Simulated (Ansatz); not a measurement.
Ansatz (a program for electronic structure) run on VCu3Se4 (R3m, 8 atoms in the cell): self-consistent single point.

Level of theory: LDA (PW92), default PAW files made with PBE (plane waves; Ansatz).

The change in words: lattice scaled by 0.98; kpoints.mp_grid.grid: 4 4 4 → 13 13 13. Reference geometry:
```xyz
8
Lattice="5.6030 0.0000 0.0000 0.0000 5.6030 0.0000 0.0000 0.0000 5.6030" Properties=species:S:1:pos:R:3 pbc="T T T"
V      0.0289     0.0289     0.0289
Cu     0.0000     2.8015     0.0000
Cu     2.8015     0.0000     0.0000
Cu     0.0000     0.0000     2.8015
Se     1.3634     1.3634     1.3634
Se     1.3634     4.2396     4.2396
Se     4.2396     4.2396     1.3634
Se     4.2396     1.3634     4.2396
```

Reference input (self-consistent single point, DFT, LDA (PW92), plane waves, default PAW files made with PBE): basis.ecutwfc = 420 eV; kpoints.mp_grid.grid = 4 4 4; hamiltonian.xc = lda; hamiltonian.pseudopotentials = {kind: paw} (the program's default PAW files); scf.occupations.method = fixed. This run's input differs from it in these lines:

Ansatz 0.2 input:
```diff
@@ -3,5 +3,5 @@
   lattice:
-    - [5.603046, 0.000000, 0.000000]
-    - [0.000000, 5.603046, 0.000000]
-    - [0.000000, 0.000000, 5.603046]
+    - [5.490985, 0.000000, 0.000000]
+    - [0.000000, 5.490985, 0.000000]
+    - [0.000000, 0.000000, 5.490985]
   atoms:
@@ -19,3 +19,3 @@
   mp_grid:
-    grid: [4, 4, 4]
+    grid: [13, 13, 13]
 hamiltonian:
```

Output, abridged:

```
SCF iter   1: F=—  HF=-44064.231563 eV  |F-HF|=—  |Δ(HF+E_count)|=         —  Δρ=1.12e-2  dr2=9.33e-2  ethr=1.77e-3  ⟨swp⟩=4.0  Hψ=57518  notcnv=0  defer=2453
all-band conjugate gradients solve this SCF's bands
preconditioner: auto → Resta (q_TF=auto, 2.634 Å⁻¹)
SCF iter   2: F=—  HF=-44064.241221 eV  |F-HF|=—  |Δ(HF+E_count)|=   9.66e-3  Δρ=1.21e-2  dr2=2.11e-1  ethr=6.97e-5  ⟨swp⟩=2.9  Hψ=38055  notcnv=0  defer=2748
   [... lines left out ...]
SCF iter   6: F=—  HF=-44064.209637 eV  |F-HF|=—  |Δ(HF+E_count)|=   5.24e-6  Δρ=1.17e-4  dr2=2.43e-5  ethr=2.10e-7  ⟨swp⟩=2.0  Hψ=22732  notcnv=0  defer=2057
SCF iter   7: F=—  HF=-44064.209645 eV  |F-HF|=—  |Δ(HF+E_count)|=   8.65e-6  Δρ=4.92e-5  dr2=6.36e-6  ethr=1.81e-8  ⟨swp⟩=2.0  Hψ=25107  notcnv=0  defer=2057
SCF iter   8: F=—  HF=-44064.209645 eV  |F-HF|=—  |Δ(HF+E_count)|=   1.64e-7  Δρ=1.06e-5  dr2=1.53e-7  ethr=4.75e-9  ⟨swp⟩=2.0  Hψ=18572  notcnv=0  defer=2057
SCF iter   9: F=-44064.209645 eV  HF=-44064.209645 eV  |F-HF|=2.27e-8  |Δ(HF+E_count)|=   1.72e-8  Δρ=3.48e-6  dr2=1.94e-8  ethr=7.46e-11  ⟨swp⟩=11.0  Hψ=91657  notcnv=0
SCF 1 converged in 9 iterations: F = -44064.209645 eV  dr2 = 1.94e-8
Free energy (F): -44064.209645 eV
Internal energy: -44064.209645 eV  (E = F + TS)
E sigma→0 (E₀):  -44064.209645 eV
Fermi energy:    8.862788 eV
--- Forces (eV/Å), atoms counted from 1 ---
  atom   1  V     -0.56515124    -0.56515124    -0.56515124
  atom   2  Cu    -0.02633256     0.09225456    -0.02633256
  atom   3  Cu     0.09225456    -0.02633256    -0.02633256
  atom   4  Cu    -0.02633256    -0.02633256     0.09225456
  atom   5  Se     0.44433057     0.44433057     0.44433057
  atom   6  Se     0.12608688    -0.02243722    -0.02243722
  atom   7  Se    -0.02243722    -0.02243722     0.12608688
  atom   8  Se    -0.02243722     0.12608688    -0.02243722
--- Stress (GPa, compression-positive) ---
       -0.582037       0.353512       0.353512
        0.353512      -0.582037       0.353512
        0.353512       0.353512      -0.582037
  P = ⅓ Tr σ = -0.5820 GPa (-5.820 kbar)
  The stress holds the Pulay correction. Without it, at fixed plane waves, as pw.x and ABINIT print it: P = -0.6330 GPa
```

The run converged in 9 iterations. Against the reference run the free energy drops by 24.5 meV/atom, the pressure goes from -5.20 to -0.58 GPa, the largest force goes from 0.825 to 0.979 eV/Å and the gap on the mesh goes from 0.763 to 0.840 eV.

The starting cell comes from a database of computed structures (which also holds hypothetical and non-ambient phases and stackings), without a prior relaxation at this level. Its lattice was rescaled by up to half a per cent. One atom was moved a little off its site on purpose. For this run, on top of that: lattice scaled by 0.98. Ansatz's pressure includes its estimate of the finite-basis (Pulay) stress. Another mesh or the band path of this cell gives a smaller gap, so this value is not converged in the mesh.

Cost on one core of a shared machine: roughly 6 min.
